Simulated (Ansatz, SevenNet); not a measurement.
For rutile IrO2, the machine-learned potential SevenNet-l3i5 (trained on PBE and PBE+U data) gives:

- lattice parameter a: 4.545 Å
- lattice parameter c: 3.189 Å

Question: What does PBEsol+SOC (PAW; Ansatz, a program for electronic structure) give for the same quantities?

Answer: 
- lattice constant a: 4.483 Å (decreases by 1.4 %)
- lattice parameter c: 3.155 Å (decreases by 1.1 %)

For comparison: lattice constant a 4.505 Å (measured, room temperature, no zero-point or thermal correction; as tabulated in Hiroi (2015), arXiv:1503.02262); lattice parameter c 3.159 Å (measured, room temperature, not corrected to a static lattice; as tabulated in Hiroi (2015), arXiv:1503.02262).

Changes are worked out from the printed values.

Unless a cell is named, each level is at its own relaxed cell (SevenNet-l3i5 10.98, PBEsol+SOC 10.57 Å³/atom).

Levels without +SOC leave out spin–orbit coupling, which shifts energies and cells of such heavy elements.

Ansatz's density-functional and Hartree–Fock values are scalar-relativistic unless marked +SOC, with PAW data made under PBE.
